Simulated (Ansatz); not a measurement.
Start from Si in the diamond structure (space group Fd-3m, No. 227; a = 5.444 Å). Axes: x, y, z lie along the cube axes.

All numbers come from Ansatz (a first-principles code) r2SCAN, no SOC.

Now apply this change: the cell is scaled by 0.9950 in all directions; the atoms relax in the strained cell.

Question: Predict the stress tensor and what it implies for the stiffness.

Answer: Stress of the strained cell less that of the base (GPa, compression positive):
```
   1.51    0.00    0.00
   0.00    1.51    0.00
   0.00    0.00    1.51
```

Then B = −ΔP/(ΔV/V₀) with ΔV/V₀ = -0.0149 gives secant stiffness values (nonlinear terms included at this strain): B ≈ 101 GPa.

Stability against distortions was not tested.
